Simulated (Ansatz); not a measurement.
The starting structures come from a database of crystals and need not be the phases stable at ambient conditions.

 Where the default PAW files enter, the runs use the earlier of Ansatz's two default sets.

**Evanescent states of YZnPO (R-3m, not sure to be the ambient phase, 8 atoms a cell, 16.8 Å³ an atom, -3 GPa at this level) along the normal of (101)**

Level of theory: r2SCAN (plane waves, PAW; Ansatz, an electronic-structure program).

No gap correction and no spin-orbit coupling; mid-gap values are interpolated between computed energies.

Energies count from the valence-band top; κ is the least over a 8×4 mesh across the current.

```json
[
 {"E (eV)": "0.04", "κ (1/Å)": "0.044", "where": "off Γ"},
 {"E (eV)": "0.14", "κ (1/Å)": "0.075", "where": "off Γ"},
 {"E (eV)": "0.23", "κ (1/Å)": "0.095", "where": "off Γ"},
 {"E (eV)": "0.32", "κ (1/Å)": "0.110", "where": "off Γ"},
 {"E (eV)": "0.41", "κ (1/Å)": "0.123", "where": "off Γ"},
 {"E (eV)": "0.49", "κ (1/Å)": "0.133", "where": "off Γ"},
 {"E (eV)": "0.58", "κ (1/Å)": "0.142", "where": "off Γ"},
 {"E (eV)": "0.68", "κ (1/Å)": "0.150", "where": "off Γ"},
 {"E (eV)": "0.77", "κ (1/Å)": "0.154", "where": "off Γ"},
 {"E (eV)": "0.85", "κ (1/Å)": "0.153", "where": "off Γ"},
 {"E (eV)": "0.94", "κ (1/Å)": "0.151", "where": "off Γ"},
 {"E (eV)": "1.03", "κ (1/Å)": "0.149", "where": "off Γ"},
 {"E (eV)": "1.12", "κ (1/Å)": "0.146", "where": "off Γ"},
 {"E (eV)": "1.22", "κ (1/Å)": "0.141", "where": "off Γ"},
 {"E (eV)": "1.30", "κ (1/Å)": "0.136", "where": "off Γ"},
 {"E (eV)": "1.40", "κ (1/Å)": "0.126", "where": "off Γ"},
 {"E (eV)": "1.49", "κ (1/Å)": "0.105", "where": "off Γ"},
 {"E (eV)": "1.57", "κ (1/Å)": "0.077", "where": "off Γ"}
]
```

### Question
How thick must the barrier be to attenuate the transmission by 10^6 when the electrodes' Fermi level lies at 0.58 eV, and what attenuation does that film give at 1.12 eV?

### Answer
d = 6 ln 10 / (2 × 0.142) = 48.6 Å. At 1.12 eV it gives 6 × 0.146/0.142 = 6.2 decades.
